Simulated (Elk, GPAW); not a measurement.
An Elk input for a self-consistent single point of LuN (Fm-3m, 2 atoms in the cell) (DFT, LDA (PW92), all-electron FP-LAPW, Elk's shipped species files, APW+lo basis with extra local orbitals):

```
tasks
  0

xctype
  3

rgkmax
  8.0

gmaxvr
  14.0

nxlo
  2

lorbcnd
  .true.

rmtscf
  0.92

lmaxi
  3

stype
  3

swidth
  0.00183747

avec
    0.0000000000    4.5179402112    4.5179402112
    4.5179402112    0.0000000000    4.5179402112
    4.5179402112    4.5179402112    0.0000000000

atoms
  2   : nspecies
  'Lu.in'   : spfname
  1   : natoms; atposl, bfcmt below
  0.0000000000  0.0000000000  0.0000000000    0.0 0.0 0.0
  'N.in'   : spfname
  1   : natoms; atposl, bfcmt below
  0.5000000000  0.5000000000  0.5000000000    0.0 0.0 0.0

ngridk
  8 8 8
```

Q: Translate this input to GPAW.

A: This is the input that was run; spellings and numerical settings could be chosen otherwise.

```python
from ase import Atoms
from ase.units import GPa
from gpaw import GPAW, PW, FermiDirac

atoms = Atoms(['Lu', 'N'],
              cell=[[0.000000, 2.390791, 2.390791],
                    [2.390791, 0.000000, 2.390791],
                    [2.390791, 2.390791, 0.000000]],
              scaled_positions=[[0.000000, 0.000000, 0.000000],
                                [0.500000, 0.500000, 0.500000]],
              pbc=True)

calc = GPAW(mode=PW(950),
            xc='LDA',
            kpts={'size': (8, 8, 8), 'gamma': True},
            occupations=FermiDirac(0.05),
            nbands=-8,
            convergence={'forces': 0.001, 'bands': -6},
            symmetry={'symmorphic': False, 'tolerance': 0.0005},
            maxiter=120,
            txt='-')

atoms.calc = calc

energy = atoms.get_potential_energy()
print('Energy (eV):', round(energy, 6))
forces = atoms.get_forces()
print('Forces (eV/Ang):')
print(forces.round(5))
stress = atoms.get_stress()
print('Stress (GPa, Voigt):', (stress / GPa).round(4))
```

Basis, cutoffs, solver keys and any potentials are the target program's own. This input uses DFT LDA (Perdew-Wang 92), plane waves, GPAW PAW datasets LDA (gpaw-data 1.0.1). LDA parametrisations can differ slightly between programs.

The starting cell comes from a database of computed structures (which also holds hypothetical and non-ambient phases and stackings), without a prior relaxation at this level. Its lattice was rescaled by a random factor within 2.5 % of one.
